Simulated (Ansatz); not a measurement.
Start from InSb in the zinc blende structure (space group F-43m, No. 216).

```
CELL_PARAMETERS angstrom
      0.00000     3.27863     3.27863
      3.27863     0.00000     3.27863
      3.27863     3.27863     0.00000
ATOMIC_POSITIONS crystal
  Sb 0.75000 0.75000 0.75000
  In 0.00000 0.00000 0.00000
```

Calculations: r2SCAN in Ansatz (plane waves to 500 eV, PAW, without spin-orbit coupling), earlier PAW set.

Base values:

| Quantity | Value |
|---|---|
| Band gap | zero |
| Pressure | 0.0 GPa |

Now apply this change: the cell is scaled by 0.9853 in all directions; the atoms relax in the strained cell.

Estimate the effect on the band gap, energy relative to the base and pressure.

The band gap changes from zero to 0.29 eV; the energy grows by 9.9 meV/atom; the pressure goes from zero to 2.1 GPa.

With Sb present, leaving out spin-orbit coupling can change the band edges. Whether these cells are dynamically stable was not tested. All final runs are without spin polarisation. Gaps under 0.05 eV, about the width of the smearing, are given as zero. A zero or small gap of InSb can be the functional's error rather than a property of the material.

Ansatz is a first-principles code.
